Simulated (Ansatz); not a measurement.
# Ge3Si (I4/mmm, No. 139, 4 atoms in the cell; start mp-1187004): properties by level of theory

```tsv
level (code)	lattice constant a (Å)	c axis length (Å)	cohesive energy (eV/atom)
LDA (Ansatz)	3.842	9.386	4.37
PBE (Ansatz)	3.954	9.470	3.50
PBE-D3(BJ) (Ansatz)	3.904	9.279	3.86
r²SCAN (Ansatz)	3.772	10.286	3.42
r²SCAN+rVV10 (Ansatz)	3.768	10.174	3.63
```

Caveats: a distance lies near a switch of the dispersion term, which can move the cell (PBE-D3(BJ)); the relaxation could not lower the start's symmetry, so the cell can be a saddle point above a distorted one (LDA, PBE, PBE-D3(BJ), r²SCAN, r²SCAN+rVV10). Ansatz's density-functional and Hartree–Fock values are scalar-relativistic unless marked +SOC, with PAW data made under PBE.

Free atoms are spin-polarised, in the lowest state found; at levels without +SOC their spin–orbit coupling is left out.

Static lattice: no zero-point or thermal effects.

A start named mp-… is a Materials Project structure, which need not be a measured phase.

Ansatz is an electronic-structure program.
